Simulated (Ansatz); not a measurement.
**Several settings converged on RbAu₅ (P6mm, 6 atoms in the cell)**

```
RbAu5
1.0
    5.84731     0.00000     0.00000
   -2.92366     5.06392     0.00000
    0.00000     0.00000     4.52333
Rb Au
1 5
Cartesian
  0.00000   0.00000   0.05000
  2.92366   1.68797   0.00000
  0.00000   3.37595   0.00000
  2.92366   0.00000   2.26167
  1.46183   2.53196   2.26167
 -1.46183   2.53196   2.26167
```

Base method: PBEsol, default PAW files made with PBE (plane waves; Ansatz, a quantum-chemistry and plane-wave program).

Base settings: basis.ecutwfc = 420 eV; kpoints.mp_grid.grid = 5 5 5; hamiltonian.xc = pbesol; hamiltonian.pseudopotentials = {kind: paw} (the program's default PAW files); scf.occupations.method = fermi_dirac; scf.occupations.width = 0.1 eV.

The count of work is k-points × plane waves × bands × iterations; it is no time. Core times come from one kind of shared machine, to one figure; runs under 30 s give none.

**The cutoff for other potential files**

Level: DFT, PBEsol, plane waves, harder PAW files (source: ansatz) made with PBE.

In this ladder: hamiltonian.pseudopotentials = {kind: paw, source: ansatz}.

The second cell is the first with its lattice scaled by 0.98.

The mesh stays at the base's, so the ladder's end is converged at best in this setting alone.

The first pressure column holds Ansatz's estimate of the finite-basis (Pulay) stress, which hides part of the cutoff error; the other is without it.

Only quantities that move along the ladder and can be compared are tabulated.

| basis.ecutwfc | free energy less the last step's (meV/atom) | energy of the compressed cell less the first (meV/atom) | pressure (GPa) | pressure without the Pulay estimate (GPa) | largest difference of a force vector from the last step's (eV/Å) | count of work / last | core time / last (rough) |
|---|---|---|---|---|---|---|---|
| 280 eV | 8804.68 | -4.93 | -7.42 | -285.28 | 0.014 | 0.10 | – |
| 340 eV | 2081.63 | -33.21 | -5.58 | -90.59 | 0.005 | 0.14 | – |
| 430 eV | 179.43 | -14.16 | -4.31 | -15.15 | 0.000 | 0.18 | – |
| 525 eV | 7.77 | -13.93 | -4.26 | -5.00 | 0.000 | 0.28 | – |
| 615 eV | 0.30 | -13.83 | -4.25 | -4.27 | 0.000 | 0.35 | – |
| 740 eV | 0.18 | -13.84 | -4.25 | -4.25 | 0.000 | 0.46 | 0.4 |
| 925 eV | 0.12 | -13.84 | -4.25 | -4.26 | 0.000 | 0.65 | 0.7 |
| 1235 eV | 0.00 | -13.84 | -4.25 | -4.25 | 0.000 | 1.0 | 1 |

Coarsest basis.ecutwfc that holds the pressure without the Pulay estimate within 0.2 GPa of the last step, with all finer ones: 615 eV, at 0.35 of the last step's count of work; the step before is off by 0.74 GPa.

Coarsest basis.ecutwfc that holds the free energy within 0.5 meV/atom of the last step, with all finer ones: 615 eV, at 0.35 of the last step's count of work; the step before is off by 7.8 meV/atom.

Coarsest basis.ecutwfc that holds the pressure within 0.5 GPa of the last step, with all finer ones: 430 eV, at 0.18 of the last step's count of work; the step before is off by 1.3 GPa.

The energy difference between the two cells stays within 1 meV/atom of the last step's from 430 eV on, the total only from 615 eV on: much of the error is common to both cells and cancels.

At the lowest cutoff the pressure without the Pulay estimate lies 281 GPa under the last step's, the usual sign of Pulay stress in an incomplete plane-wave basis.

**The density cutoff**

The mesh stays at the base's, so the ladder's end is converged at best in this setting alone.

Only quantities that move along the ladder and can be compared are tabulated.

| basis.ecutrho_ratio | free energy less the last step's (meV/atom) |
|---|---|
| 2 | -1.25 |
| 3 | -0.28 |
| 4 | -0.09 |
| 5 | -0.03 |
| 6 | -0.02 |
| 8 | -0.01 |
| 10 | 0.00 |
| 12 | 0.00 |
| 16 | 0.00 |

Coarsest basis.ecutrho_ratio that holds the free energy within 0.5 meV/atom of the last step, with all finer ones: 3; the step before is off by 1.2 meV/atom.

**The relaxed cell against the cutoff**

On RbAu₅ (P6/mmm, 6 atoms in the cell): atoms on their sites.

In this ladder: relax = cell and atoms.

The mesh stays at the base's, so the ladder's end is converged at best in this setting alone.

Only quantities that move along the ladder and can be compared are tabulated.

| basis.ecutwfc | relaxed volume (Å³/atom) | relaxation steps | core time / last (rough) |
|---|---|---|---|
| 250 eV | 21.578 | 53 | 2 |
| 295 eV | 21.256 | 18 | 0.8 |
| 355 eV | 21.236 | 7 | 0.4 |
| 420 eV | 21.232 | 7 | 0.5 |
| 505 eV | 21.241 | 5 | 0.4 |
| 630 eV | 21.240 | 5 | 0.6 |
| 840 eV | 21.240 | 5 | 1 |

Coarsest basis.ecutwfc that holds the relaxed volume within 0.106 Å³/atom of the last step, with all finer ones: 295 eV; the step before is off by 0.34 Å³/atom.

At the lowest cutoff the cell relaxes to a volume 1.6 % larger than at the highest. Ansatz relaxes on a stress corrected for the finite basis.

On the base run: the starting cell comes from a database of computed structures (which also holds hypothetical and non-ambient phases and stackings), without a prior relaxation at this level. Its lattice was rescaled by up to half a per cent. One atom was moved a little off its site on purpose.

Left out of this page: 1 run of the series stopped by limits of time or memory.

Keys are those of Ansatz 0.2.
